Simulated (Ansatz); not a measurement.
**Point defects in AlCo**

The reference is an 8-atom supercell of AlCo in the CsCl type structure (space group Pm-3m, No. 221; non-magnetic) at its relaxed geometry.

```
AlCo
1.0
    2.82258    -2.82258    -2.82258
   -2.82258     2.82258    -2.82258
    2.82258     2.82258     2.82258
Al Co
4 4
Cartesian
  0.00000   0.00000  -2.82258
  0.00000   0.00000   0.00000
  0.00000   2.82258   0.00000
  2.82258   0.00000   0.00000
  1.41129   1.41129  -1.41129
  1.41129   1.41129   1.41129
 -1.41129   1.41129  -1.41129
  1.41129  -1.41129  -1.41129
```

One neutral defect a cell, atoms relaxed at fixed cell.

The values are results of PBEsol in Ansatz (plane waves to 420 eV, PAW, spin-orbit coupling left out), earlier PAW set, not measurements.

| variant | pressure | largest displacement of a host atom from its site in the perfect cell |
|---|---|---|
| perfect supercell | 0.0 GPa | – |
| Al on a Co site (antisite) | (withheld) | (withheld) |
| H interstitial (started 1.49 Å from the nearest host atom), symmetric start | 7.8 GPa | 0.10 Å |
| Al interstitial (started 1.41 Å from the nearest host atom) | 68.3 GPa | 1.75 Å |

Problem. Complete the table.

Solution. 
- Al on a Co site (antisite), pressure: 15.2 GPa
- Al on a Co site (antisite), largest displacement of a host atom from its site in the perfect cell: 0.13 Å

The magnetic state is the one reached from the starting moments; the real material's order can differ, and small cells can't hold many antiferromagnetic ones. In so small a cell the defect repeats every few ångströms: this is an ordered compound, not a dilute defect. Defects with a symmetric start kept the site's symmetry and may sit on a saddle; the others started slightly shaken. Starting moments died away, wholly or in part, for Al on a Co site (antisite), the base and Al interstitial (started 1.41 Å from the nearest host atom); another magnetic solution may exist. Spin-polarised in the final run: Al on a Co site (antisite), H interstitial (started 1.49 Å from the nearest host atom) and Al interstitial (started 1.41 Å from the nearest host atom); the other runs are not.

Ansatz is a quantum-chemistry and plane-wave program.
